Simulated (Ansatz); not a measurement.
The starting structures come from a database of crystals and need not be the phases stable at ambient conditions.

Input:

```yaml
crystal:
  lattice:
    - [4.01132, 0.00000, 0.00000]
    - [2.00566, 6.64751, 0.00000]
    - [2.00566, 0.60514, 3.31817]
  atoms:
    - { symbol: Al, position: [0.99976, 0.00072, 0.99976] }
    - { symbol: Ga, position: [0.50014, 0.49959, 0.50014] }
    - { symbol: As, position: [0.12484, 0.62547, 0.12484] }
    - { symbol: As, position: [0.62528, 0.12417, 0.62528] }
```

Space group of this cell: Cm. The cell is strained (lengths along the current scaled by 0.97, ions clamped); by r2SCAN its mean pressure is 2.5 GPa.

Transport runs along the normal of the first two printed cell vectors.

The gap is the functional's own, uncorrected, and κ follows it; spin-orbit coupling is left out. Mid-gap values are interpolated between the computed energies.

**Question.** State the band gap and the smallest decay constant κ at mid-gap according to r2SCAN (Ansatz, a program for electronic structure).

**Answer.** Gap 1.46 eV on a 10×10×10 mesh; κ = 0.091 1/Å, at the zone centre.
